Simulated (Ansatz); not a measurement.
**Pressure series in ZnO**

The reference is ZnO in the wurtzite structure (space group P6_3mc, No. 186; a = 3.2352 Å, c = 5.2114 Å).

Cell and atoms are relaxed at each pressure.

Computed with r2SCAN (Ansatz, a program for electronic structure), spin-orbit coupling left out.

```csv
P (GPa),V (Å³/atom)
-1.99,11.972
-1.00,11.889
0.90,11.739
2.11,11.649
4.50,11.481
9.00,11.196
14.99,10.866
22.50,10.514
30.00,10.212
```

A third-order Birch–Murnaghan fit to these points gives V₀ = 11.81 Å³/atom, B₀ = 150 GPa and B₀′ = 4.4. At pressure 30 GPa the volume is 86.5 % of V₀.

Measured bulk modulus of ZnO: 143 GPa (temperature not stated; as listed in Cormac Toher et al., Physical Review Materials (2017)); the computed value is for a static lattice, so the two differ by thermal effects too.

Between the base and pressure 15 GPa the gap moves from 1.24 eV to 1.36 eV, a mean slope of 8.2 meV/GPa.

Load acts through the strain it causes; cell and atoms are relaxed under it. No phonon test of stability was made. Measured, ZnO leaves this structure (for rock salt) near 9.1 GPa (temperature not stated; as listed in Datta, Sujoy, Jana, Debnarayan, arXiv (2020)), on rising pressure, with hysteresis.
